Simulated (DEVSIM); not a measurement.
System: illuminated Si n-on-p cell, one wavelength, at 300 K.

Layer 1 from the left is Si, thickness (μm) 0.200, Nd (cm⁻³) 1.6e18, τn (s) 5.9e-9, τp (s) 7.9e-9, absorption coefficient (cm⁻¹) 120. Layer 2 from the left is Si, thickness (μm) 39.0, Na (cm⁻³) 8.8e16, τn (s) 1.8e-7, τp (s) 1.8e-7, absorption coefficient (cm⁻¹) 120.

Left contact: ohmic, minority hole recombination velocity 5000 cm/s. Right contact: ohmic, minority electron recombination velocity 9000 cm/s. Voltage is applied to the left contact. Recombination: SRH at mid-gap, radiative, Auger. Light enters at the left, 1.1e17 photons cm⁻² s⁻¹, one pass, no reflection. Mobility is μmin + (μ − μmin)/(1 + (N/Nref)^α).

This is a model device: material constants are rounded textbook-type values typed into the input, and sizes, dopings and lifetimes were drawn at random. Values at 300 K.

Si: gap (eV) 1.124, affinity (eV) 4.05, permittivity 11.7, Nc (cm⁻³) 2.86e19, Nv (cm⁻³) 3.1e19, μn (cm²/Vs) 1417, μp (cm²/Vs) 470, μn,min 52, μp,min 45, Nref,n 9.7e16, Nref,p 2.2e17, αn 0.68, αp 0.72, B (cm³/s) 4.7e-15, Cn (cm⁶/s) 2.8e-31, Cp (cm⁶/s) 9.9e-32.

Simulated with DEVSIM: 1D drift-diffusion, Boltzmann statistics, complete ionisation; no tunnelling, impact ionisation, image-force lowering or self-heating.

Dark forward current:

```
|V| (V)  |J| (A/cm²)
-------  -----------
0.05        7.248e-9
0.10        2.560e-8
0.15        7.559e-8
0.20        2.157e-7
0.25        6.216e-7
0.30        1.879e-6
0.35        6.288e-6
0.40        2.484e-5
0.45       0.0001196
0.50       0.0006804
0.55        0.004286
0.60         0.02842
0.65          0.1922
0.70           1.286
0.75           7.685
0.80           33.05
0.85           99.53
0.90           249.4
0.95           567.2
1.00            1173
1.05            2189
```

Task: Work out the local ideality factor n = ΔV / (kT/q · ln(J2/J1)) between the rows 0.15 and 0.20 V, 0.60 and 0.65 V, 1.00 and 1.05 V.

Result: kT/q = 25.85 mV. From 0.15 to 0.20 V: ln(2.157e-7/7.559e-8) = 1.049, n = 1.84. From 0.60 to 0.65 V: ln(0.1922/0.02842) = 1.911, n = 1.01, near the 1 of diffusion or emission over a barrier. From 1.00 to 1.05 V: ln(2189/1173) = 0.624, n = 3.10.

Task: What current could the absorbed light give at most, and what share is collected?

Result: Σ αd = 0.470, so qΦ(1 − exp(−Σ αd)) = 6.61 mA/cm². The simulated short-circuit current is 3.057 mA/cm², a share of 0.46.

Task: Estimate the open-circuit voltage by superposition: the voltage at which the dark current equals that short-circuit current.

Result: Interpolating ln J in the table gives 0.541 V. The simulation gives 0.541 V, the same within the digits that matter. Superposition holds where collection doesn't change with voltage.

Task: Estimate the fill factor from FF0 = (v − ln(v + 0.72))/(v + 1), v = qVoc/(nkT), with n from the dark curve.

Result: The rows about Voc, 0.50 and 0.55 V, give n = 1.05, so v = 19.9 and FF0 = 0.807. The simulation gives 0.802, the same within the digits that matter.
